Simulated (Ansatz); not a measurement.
Output of an Ansatz run (abridged):

```
WARN ansatz: RAYON_NUM_THREADS=1 ignored (pool sized by the plan → 1); use --threads N
Pseudopotentials: kind: paw
Pseudopotential: Ca, paw, valence charge 10
Pseudopotential: S, paw, valence charge 6
Crystal: 2 atoms, lattice volume = 45.642 Å³
Basis set: ecut = 420 eV, 893 PW (Γ), exchange–correlation on 54×54×54 points (8 copies of the dense FFT grid, shifted against one another)
Bands: 12, of which v1, the nominal top of the filled ones, is band 8 counted from 1 (7 counted from 0)
Symmetry: 48 space group operations
Space group: Fm-3m (ITA 225), of the structure as read, at distance tolerance 3.6e-5 Å
k-points: 29 of 512
PAW frozen core: Ca, regenerated for the run's functional, and the local potential with it
PAW frozen core: S, regenerated for the run's functional, and the local potential with it
Initial density: superposition of atomic densities (neutral atoms: chi_scale 0, normalization atom), corrected by the library's trained network
Initial wavefunctions: pseudopotential atomic-orbital guess
Eigensolver: davidson
Functional: x = pbesol(κ = 0.804, μ = 0.12345679012345678), c = pbesol(β = 0.046)
SCF iter   1: F=—  HF=-2683.054450 eV  |F-HF|=—  |Δ(HF+E_count)|=         —  Δρ=4.14e-3  dr2=1.26e-2  ethr=1.77e-3  ⟨swp⟩=7.3  Hψ=2487  notcnv=0
all-band conjugate gradients solve this SCF's bands
preconditioner: auto → none
SCF iter   2: F=—  HF=-2683.050088 eV  |F-HF|=—  |Δ(HF+E_count)|=   4.36e-3  Δρ=1.20e-3  dr2=4.19e-4  ethr=7.85e-5  ⟨swp⟩=2.0  Hψ=785  notcnv=0
SCF iter   3: F=—  HF=-2683.050043 eV  |F-HF|=—  |Δ(HF+E_count)|=   4.48e-5  Δρ=4.95e-4  dr2=8.35e-5  ethr=2.62e-6  ⟨swp⟩=2.1  Hψ=662  notcnv=0
SCF iter   4: F=—  HF=-2683.050069 eV  |F-HF|=—  |Δ(HF+E_count)|=   2.60e-5  Δρ=1.34e-4  dr2=4.21e-6  ethr=5.22e-7  ⟨swp⟩=2.0  Hψ=428  notcnv=0
iter 5 did not close the SCF: its close was put off for the readings that it lacked (scf_convergence_deferred on its scf_iter line)
SCF iter   5: F=-2683.050070 eV  HF=-2683.050070 eV  |F-HF|=3.12e-8  |Δ(HF+E_count)|=   1.05e-6  Δρ=9.94e-6  dr2=5.47e-8  ethr=2.63e-8  ⟨swp⟩=2.0  Hψ=460  notcnv=0
SCF iter   6: F=-2683.050070 eV  HF=-2683.050070 eV  |F-HF|=3.94e-10  |Δ(HF+E_count)|=   2.97e-9  Δρ=2.10e-6  dr2=1.41e-9  ethr=3.42e-10  ⟨swp⟩=2.6  Hψ=1208  notcnv=0
SCF 1 converged in 6 iterations: F = -2683.050070 eV  dr2 = 1.41e-9
SCF converged after 6 iterations
Free energy (F): -2683.050070 eV
Harris-Foulkes:  -2683.050070 eV  (|F-HF|=3.94e-10)
Internal energy: -2683.050070 eV  (E = F + TS)
E sigma→0 (E₀):  -2683.050070 eV
Fermi energy:    7.113023 eV
--- Per-component energies (eV) ---
  E_band       = -132.951007
  E_kinetic    = 385.905132
  E_local      = -818.370520  (includes V_loc(G=0)·N_el)
  E_nonlocal   = 92.859667
  E_hartree    = 267.920917
  E_xc         = -233.225462
  E_vxc        = -259.386337  (∫ρ·V_xc dr)
  E_paw        = -1420.985894  (= ΣΔE_a)
  E_vpaw       = -69.800838  (= ΣTr[D̂ρ^β])
  E_aug_tail   = -0.000004  (compensation charges beyond the density's cutoff)
  E_ewald      = -957.334648
  E_core_change = 0.180744  (= ΣΔE_core)
  E_smearing   = -0.000000  (= −TS)
  E_closure    = -0.000000  (closes the sum)
  Σ components = -2683.050070   (vs F -2683.050070, Δ=0.00e0)
--- Forces (eV/Å), atoms counted from 1 ---
  atom   1  Ca    -0.00000000     0.00000000     0.00000000
  atom   2  S      0.00000000    -0.00000000    -0.00000000
  max |Σ_I F_I| component: 4.14e-30 eV/Å
--- Stress (GPa, compression-positive) ---
       -1.246784       0.000000       0.000000
        0.000000      -1.246784       0.000000
        0.000000       0.000000      -1.246784
  P = ⅓ Tr σ = -1.2468 GPa (-12.468 kbar)
  The stress holds the Pulay correction. Without it, at fixed plane waves, as pw.x and ABINIT print it: P = -1.2485 GPa
--- Band table (eV; the first three rows and the last of 29) ---
  k-point 0: bands = ["-32.9595", "-14.0240", "-14.0240", "-14.0240", "-5.3552", "6.0073", "6.0073", "6.0073", "10.0534", "10.0913", "10.0913", "10.0913"]
  k-point 1: bands = ["-32.9576", "-14.0516", "-14.0261", "-14.0261", "-5.2424", "5.3188", "5.7728", "5.7728", "10.0736", "10.3270", "10.3270", "10.8542"]
  k-point 2: bands = ["-32.9532", "-14.1169", "-14.0311", "-14.0311", "-4.9556", "4.1189", "5.3144", "5.3144", "10.1874", "10.9239", "10.9239", "12.1861"]
  k-point 28: bands = ["-32.9429", "-14.1171", "-14.1171", "-14.0880", "-4.5821", "4.1645", "4.1645", "4.4082", "10.7680", "10.7680", "11.9715", "12.4606"]
```

The structure:

```xyz
2
Lattice="0.0000 2.8365 2.8365 2.8365 0.0000 2.8365 2.8365 2.8365 0.0000" Properties=species:S:1:pos:R:3 pbc="T T T"
Ca     0.0000     0.0000     0.0000
S      2.8365     2.8365     2.8365
```

### Question
Reconstruct the input of this run.

### Answer
Other spellings and defaults could give the same log, and not every line can be read from it. The input that was run (DFT, PBEsol, plane waves, default PAW files made with PBE):

Ansatz 0.2 input:
```yaml
crystal:
  lattice:
    - [0.00000000, 2.83646500, 2.83646500]
    - [2.83646500, 0.00000000, 2.83646500]
    - [2.83646500, 2.83646500, 0.00000000]
  atoms:
    - { symbol: Ca, position: [0.00000000, 0.00000000, 0.00000000] }
    - { symbol: S, position: [0.50000000, 0.50000000, 0.50000000] }
basis:
  ecutwfc: 420.0
kpoints:
  mp_grid: { grid: [8, 8, 8] }
hamiltonian:
  xc: pbesol
  pseudopotentials: { kind: paw }
scf:
  occupations: { method: fermi_dirac, width: 0.01 }
output:
  forces: true
  eigenvalues: true
  stress: true
```

The starting cell has typed, rounded lattice constants, without a prior relaxation at this level. Its lattice was rescaled by up to half a per cent. Ansatz's pressure includes its estimate of the finite-basis (Pulay) stress.

Ansatz is a program for electronic structure.
